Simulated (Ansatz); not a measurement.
Start from BeTe in the zinc blende structure (space group F-43m, No. 216; a = 5.604 Å).

Method: Ansatz (an electronic-structure program) PBEsol, no spin-orbit coupling.

Strains are applied to the cell and any free atomic positions relax.

One change was made to it. Results:

The hole mass (degenerate bands, along [100]) becomes 0.21, 0.29, 0.29 mₑ (at Γ) (base: 0.20, 0.33, 0.33 mₑ (at Γ)); the pressure rises by 66.15 kbar to 66.2 kbar; the band gap falls by 0.241 eV, from 1.84 eV to 1.59 eV; the energy rises by 37 meV/atom.

What was done to the base?
(A) isotropic strain −2.00 %
(B) isotropic strain +2.00 %
(C) isotropic strain +0.50 %
(D) isotropic strain +2.50 %
(E) isotropic strain −3.00 %

E, isotropic strain −3.00 %. For comparison, the band gap in the other runs: isotropic strain −2.00 % gives 1.68 eV; isotropic strain +2.50 % gives 2.01 eV; isotropic strain +0.50 % gives 1.87 eV; isotropic strain +2.00 % gives 1.98 eV.

Spin-orbit coupling, missing from the scalar runs, can matter with Te. Effective masses come from finite differences of ±0.01 Å⁻¹. Whether these cells are dynamically stable was not tested.
